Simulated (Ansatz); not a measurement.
System: CsCl-type AuZn (cubic form, which distorts at low temperature). Method: HSE06-D3(BJ) (PAW; Ansatz, a quantum-chemistry and plane-wave program).

Settings: plane-wave cutoff 460 eV, 8×8×8 k mesh, Fermi–Dirac smearing 0.05 eV, scalar-relativistic PAW data made under PBE.

Cell (relaxed at this level):

```cif
data_AuZn
_chemical_formula_sum 'Zn1 Au1'
_space_group_name_H-M_alt 'Pm-3m'
_space_group_IT_number 221
_space_group_name_Hall '-P 4 2 3'
_cell_length_a 3.11171
_cell_length_b 3.11171
_cell_length_c 3.11171
_cell_angle_alpha 90.000
_cell_angle_beta 90.000
_cell_angle_gamma 90.000
loop_
_atom_site_label
_atom_site_type_symbol
_atom_site_symmetry_multiplicity
_atom_site_Wyckoff_symbol
_atom_site_fract_x
_atom_site_fract_y
_atom_site_fract_z
_atom_site_occupancy
Zn1 Zn 1 b 0.50000 0.50000 0.50000 1
Au1 Au 1 a 0.00000 0.00000 0.00000 1
```

Problem. What does this level give for the bulk modulus and pressure derivative B′ of the bulk modulus?

Solution. 
- bulk modulus: 148 GPa
- pressure derivative B′ of the bulk modulus: 5.4

Measured, for comparison: bulk modulus 131 GPa (temperature not stated, no zero-point or thermal correction; as tabulated in Nepal et al. (2020), arXiv:2007.11150). Computed (rounded) less measured: bulk modulus +13 %.

Note: symmetry holds this phase in the static calculation, where it need not be a minimum.

Spin–orbit coupling is not included; it can shift volumes and moduli of such heavy elements.

The computed numbers hold no vibrational or temperature effects.

The result took very roughly 12 core-minutes.
